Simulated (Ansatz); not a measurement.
The parent structure is Pt in the fcc (Cu type) structure (space group Fm-3m, No. 225; a = 3.9701 Å).

(Cell as relaxed with PBE.)

Levels (all Ansatz, a first-principles code, PAW, earlier PAW set): PBE (420 eV, no spin-orbit coupling); r2SCAN (500 eV, without spin-orbit coupling).

Each level relaxes its own structure.

| base | PBE | r2SCAN |
|---|---|---|
| volume per atom | 15.64 Å³ | 15.29 Å³ |
| lattice parameter a | 3.970 Å | 3.940 Å |
| band gap | zero | zero |

Modification: every Pt is replaced by Ni; the structure is relaxed again.

| quantity | PBE | r2SCAN |
|---|---|---|
| lattice parameter a | 3.519 Å | ___ |
| largest site moment | 0.67 μB | ___ |
| magnetic state | ferromagnetic | ___ |

Q: Given the PBE results, estimate those of r2SCAN.

A: 
- lattice parameter a, r2SCAN: 3.480 Å
- largest site moment, r2SCAN: 0.81 μB
- magnetic state, r2SCAN: ferromagnetic

PBE's lattice parameter a lies 0.039 Å above r2SCAN's (1.1 %); PBE's largest site moment lies 0.14 μB below r2SCAN's; the two agree on the magnetic state. Neither level is exact; r2SCAN is the comparison here, not a measurement.

The magnetic state is the one reached from the starting moments; the real material's order can differ, and small cells can't hold many antiferromagnetic ones. Stability against distortions was not tested. Spin-polarised in the final run: PBE Ni and r2SCAN Ni; the other runs are not.
